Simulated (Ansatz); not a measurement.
## Ta: energy against strain

Ta (bcc, Im-3m, 17.681 Å³/atom at rest) under an equal strain ε in the (001) plane with the normal axis free, as in a coherent film. PBEsol in Ansatz, a plane-wave DFT program (PAW, default set), 420 eV, 28×28×28 Γ-centred mesh, Fermi-Dirac smearing 0.10 eV; ions are relaxed within the symmetry of each cell.

Here s stands for strain and y for E less E0.

| strain (%) | E less E0 (meV/atom) |
|---|---|
| -1.50 | 6.25 |
| -1.00 | 2.66 |
| -0.50 | 0.60 |
| 0.00 | 0.00 |
| 0.50 | 0.78 |
| 1.00 | 2.89 |
| 1.50 | 6.27 |
| 3.00 | ? |

**Question.** Fit y against s with a parabola, and predict the withheld value at s = 3.00.

**Answer.** Least squares gives y = -0.005 + 0.0500·s + 2.7838·s². Residuals (row less fit): 0.066, -0.069, -0.066, 0.005, 0.064, 0.061, -0.064; standard error 0.080 (degrees of freedom: 4). Twice the quadratic coefficient over the volume, 2 × 2.7838 meV × 10⁴ × 0.1602 / 17.681 Å³, is twice the biaxial elastic modulus of this plane = 505 ± 6 GPa. At the withheld row, y = -0.005 + 0.0500 × 3.0 + 2.7838 × 3.0² = 25.199 meV/atom. The calculation gives 22.97 meV/atom, 2.229 meV/atom below the prediction (9.7 % of the range of y in the table). The row lies outside the fitted rows, so this is an extrapolation. From the scatter of the fitted rows alone, a prediction at this place has a standard error of 0.305 meV/atom, so the miss is 7.3 times that.

One order more, fitted to all 13 runs of the series, follows each within 0.08, so the miss is the next term of a smooth law. In a metal these values are sensitive to mesh and smearing; energies are taken to zero smearing, stresses follow the free energy. Rows are the converged runs of the series near zero and its far end; series whose fitted rows scatter by over a few per cent of the range, as at a crossing or softening among them, aren't shown in this form. Most that stay on the fit to the last digits aren't either.
